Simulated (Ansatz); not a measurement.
**InSb: pressure series**

Base system: InSb in the zinc blende structure (space group F-43m, No. 216; a = 6.519 Å).

Cell and atoms are relaxed at each pressure.

Levels (all Ansatz, a program for electronic structure, PAW): PBEsol (420 eV, scalar-relativistic without spin-orbit coupling); r2SCAN (500 eV, spin-orbit coupling left out); HSE06 (420 eV, scalar-relativistic without spin-orbit coupling).

Band gaps by level, all at the geometries relaxed with PBEsol:

| case | PBEsol | r2SCAN | HSE06 |
|---|---|---|---|
| base | zero | 0.13 eV | – |
| pressure 0.9 GPa | zero | 0.25 eV | – |
| pressure 2.1 GPa | zero | 0.40 eV | – |
| pressure 4.5 GPa | 0.12 eV | 0.66 eV | 0.95 eV |
| pressure 9 GPa | 0.49 eV | 1.05 eV | 1.36 eV |
| pressure 15 GPa | 0.81 eV | 1.11 eV | 1.38 eV |
| pressure 22.5 GPa | 0.66 eV | 0.97 eV | 1.23 eV |

Single points use the geometry relaxed with PBEsol. HSE06 gaps are upper bounds (no full band path). With Sb present, leaving out spin-orbit coupling can change the band edges. Load acts through the strain it causes; cell and atoms are relaxed under it. No phonon test of stability was made. Tetrahedral semiconductors of this kind turn to denser phases somewhere between about 1 and 50 GPa; those were not computed, so compressed cells here can lie past the real transition. The final runs are not spin-polarised. A zero or small gap of InSb can be the functional's error rather than a property of the material.
